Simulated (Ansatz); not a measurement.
**1T (CdI2-type) PtTe2**

Method: LDA (plane waves, PAW; Ansatz, a program for electronic structure).

Cell: relaxed at this level.

```json
{
  "interlayer_binding_energy": "31.4 meV/Å²",
  "layer_repeat_distance": "5.091 Å",
  "gap_between_the_layers": "2.410 Å"
}
```

Spin–orbit coupling is not included.

Computed values are for the static lattice.
